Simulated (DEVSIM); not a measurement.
Device: abrupt GaAs n-p junction, at 400 K.

```
layer (left to right)  material  thickness (μm)  Nd (cm⁻³)  Na (cm⁻³)  τn (s)  τp (s)
---------------------  --------  --------------  ---------  ---------  ------  ------
1                          GaAs           0.180     4.1e16          -  1.3e-9  1.3e-9
2                          GaAs            1.70          -       1e16  1.3e-9  1.3e-9
```

Left contact: ohmic. Right contact: ohmic. Voltage is applied to the left contact. Recombination: SRH at mid-gap, Auger. Mobility is μmin + (μ − μmin)/(1 + (N/Nref)^α).

The device is made up for the run: typed textbook-type constants, with dimensions and the other settings drawn at random. Values at 300 K; Nc and Nv go as T^1.5, mobilities as T to minus their exponent, the gap by Varshni's rule with the affinity fixed.

| parameter | GaAs |
|---|---|
| gap (eV) | 1.424 |
| affinity (eV) | 4.07 |
| permittivity | 12.9 |
| Nc (cm⁻³) | 4.7e17 |
| Nv (cm⁻³) | 9e18 |
| μn (cm²/Vs) | 8500 |
| μp (cm²/Vs) | 400 |
| μn,min | 500 |
| μp,min | 20 |
| Nref,n | 6e16 |
| Nref,p | 1.5e17 |
| αn | 0.39 |
| αp | 0.38 |
| T exponent of μn | 2.1 |
| T exponent of μp | 2.2 |
| Cn (cm⁶/s) | 1e-30 |
| Cp (cm⁶/s) | 1e-30 |
| Varshni α (eV/K) | 0.000541 |
| Varshni β (K) | 204 |

DEVSIM, 1D drift-diffusion, Boltzmann statistics, complete ionisation; no tunnelling, impact ionisation, image-force lowering or self-heating.

The doping Nd of layer 1 was swept, all else fixed.

```json
[
 {"doping Nd of layer 1 (cm^-3)": "1.2e15", "dark forward voltage at 100 A/cm² (V)": "0.876", "largest field in the device at zero bias (V/cm)": "31000", "dark forward voltage at 1 A/cm² (V)": "0.630", "potential step across the device at zero bias (V)": "0.907"},
 {"doping Nd of layer 1 (cm^-3)": "4.1e15", "dark forward voltage at 100 A/cm² (V)": "0.892", "largest field in the device at zero bias (V/cm)": "34000", "dark forward voltage at 1 A/cm² (V)": "0.678", "potential step across the device at zero bias (V)": "0.950"},
 {"doping Nd of layer 1 (cm^-3)": "1.2e16", "dark forward voltage at 100 A/cm² (V)": "0.897", "largest field in the device at zero bias (V/cm)": "38000", "dark forward voltage at 1 A/cm² (V)": "0.714", "potential step across the device at zero bias (V)": "0.987"},
 {"doping Nd of layer 1 (cm^-3)": "4.1e16", "dark forward voltage at 100 A/cm² (V)": "0.898", "largest field in the device at zero bias (V/cm)": "47000", "dark forward voltage at 1 A/cm² (V)": "0.727", "potential step across the device at zero bias (V)": "1.029"},
 {"doping Nd of layer 1 (cm^-3)": "1.2e17", "dark forward voltage at 100 A/cm² (V)": "0.898", "largest field in the device at zero bias (V/cm)": "51000", "dark forward voltage at 1 A/cm² (V)": "0.729", "potential step across the device at zero bias (V)": "1.066"}
]
```

From the first row to the last the dark forward voltage at 100 A/cm² goes from 0.876 to 0.898. From the first row to the last the largest field in the device at zero bias goes from 31000 to 51000.
